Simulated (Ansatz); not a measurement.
Base system: MoS$_{2}$ in the fluorite structure (space group Fm-3m, No. 225; a = 5.845 Å; ferromagnetic; a hypothetical phase, not in the database extracts checked; relaxed with 0.1 eV smearing). Axes: x, y, z lie along the cube axes.

It is then changed as follows: uniaxial stress, 1 GPa compression along z, with the cell and atoms free to relax against it.

Levels (all Ansatz, a first-principles code, PAW): PBEsol (420 eV, spin-orbit coupling left out); r2SCAN (500 eV, without spin-orbit coupling).

The geometry is relaxed with PBEsol.

| Quantity | Value |
|---|---|
| PBEsol pressure | 0.3 GPa |
| PBEsol largest site moment | 1.06 μB |
| PBEsol magnetic state | ferromagnetic |

### Question
Predict the pressure, largest site moment and magnetic state from r2SCAN.

### Answer
The pressure grows by 8.7 GPa (0.3 GPa → 9.0 GPa); the largest site moment rises by 0.344 μB to 1.41 μB; the magnetic state is still ferromagnetic.

Other magnetic orders, which the real material may have, were not ruled out. Single points use the geometry relaxed with PBEsol. Their cutoffs differ, which shifts pressures a little. Load acts through the strain it causes; cell and atoms are relaxed under it. Stability under load was not tested beyond the relaxation.
